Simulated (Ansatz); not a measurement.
Structures of equal composition on the (0001) surface of hcp Co, ferromagnetic: one row in 4 of the top plane missing; p(2x2), one Co site of the top plane empty. The slabs share one bottom face, and each structure is named by its start. These are constructed structures in small cells; real faces may alloy, dewet or reconstruct in larger ones, and not all known structures of the face are among them. Slabs of about 10 Å, Fermi-Dirac smearing of 0.1 eV. Bottom of the slabs: a bare face, its two planes held. Relaxed from the named starts with such symmetry as they have, on meshes of like density; energies extrapolated to zero smearing; spin only where a row says so; no spin-orbit coupling, no U. Brackets mark spin-polarised runs, whose order is one that fits the cell. Where a second, spin-polarised start was run, the lower counts. The cells differ, so small differences also carry the error of unlike k-meshes.

The numbers are results of PBE (plane waves to 420 eV, PAW; Ansatz, a first-principles code), not measurements.

**Question.** Order them by energy per 1x1 cell (lowest first) at the level PBE.

**Answer.** one row in 4 of the top plane missing (0.00 eV [spin, 38.4 μB a cell]), p(2x2), one Co site of the top plane empty (0.10 eV [spin, 38.4 μB a cell])
